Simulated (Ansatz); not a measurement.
Terminations of the (111) surface of fcc Rh, measured from the surface 'clean 1x1'. Atoms come from or go to: Au: fcc Au, Bi: rhombohedral Bi, Cr: bcc Cr, antiferromagnetic, Ge: germanium, Mo: bcc Mo, Ni: fcc Ni, ferromagnetic, Os: hcp Os, Pt: fcc Pt, Rh: fcc Rh, Ru: hcp Ru, S: ⅛ S8(g). ΔE is the energy of forming the row's surface from that one (negative: more stable at these reservoirs); the vacuum level's shift is aligned on the shared bottom. No zero-point or thermal terms. These are constructed structures in small cells; real faces may alloy, dewet or reconstruct in larger ones, and not all known structures of the face are among them. Slabs of about 11 Å, Fermi-Dirac smearing of 0.1 eV. Bottom of the slabs: a bare face, its two planes held. Relaxed from the named starts with such symmetry as they have, on meshes of like density; energies extrapolated to zero smearing; spin only where a row says so; no spin-orbit coupling, no U. Brackets mark spin-polarised runs, whose order is one that fits the cell. A dash marks a value that is undefined for that row (no clear gap, or no work function of a gapped slab) or was not read reliably on its mesh.

Calculation: PBE (plane waves to 420 eV, PAW; Ansatz, a quantum-chemistry and plane-wave program).

```
surface                                                                              atoms added per 1x1  ΔE per 1x1 (eV)  shift of the vacuum level (eV)  work function (eV)
----------------------------------------------------------------------------------  --------------------  ---------------  ------------------------------  ------------------
(√3x√3)R30° layer of S, one a cell, on the site that continues the host's stacking              +0.333 S            -0.78                            0.02                5.16
a pseudomorphic layer of Ru in the other hollow                                                    +1 Ru             0.35                            0.09                5.24
a pseudomorphic layer of Au in the other hollow                                                    +1 Au            -0.26                            0.03                5.17
a layer of Ge in place of the third plane                                                   +1 Ge, -1 Rh              ___                            0.24                5.39
a pseudomorphic layer of Os in the host's stacking                                                 +1 Os             0.44                            0.32                5.47
p(2x2), one Rh site of the top plane empty                                                      -0.25 Rh             0.33                           -0.44                4.70
p(2x2) layer of Bi, one a cell, on the site that continues the host's stacking                  +0.25 Bi            -0.40                           -1.15                3.99
(√3x√3)R30° surface alloy, Pt on one Rh site of the top plane                       +0.333 Pt, -0.333 Rh            -0.15                            0.15                5.29
a layer of Cr in place of the third plane [spin start, no net moment]                       +1 Cr, -1 Rh              ___                            0.08                5.27
a layer of Mo in place of the third plane                                                   +1 Mo, -1 Rh              ___                            0.15                5.31
a layer of Ni in place of the second plane [spin, 1.4 μB a cell]                            +1 Ni, -1 Rh              ___                            0.03                5.17
a layer of Ru in place of the second plane                                                  -1 Rh, +1 Ru            -0.03                           -0.27                4.86
```

Question: Complete the blanks.

Answer: 
- a layer of Ge in place of the third plane, ΔE per 1x1 (eV): -0.06
- a layer of Cr in place of the third plane [spin start, no net moment], ΔE per 1x1 (eV): 0.01
- a layer of Mo in place of the third plane, ΔE per 1x1 (eV): -0.11
- a layer of Ni in place of the second plane [spin, 1.4 μB a cell], ΔE per 1x1 (eV): 0.09
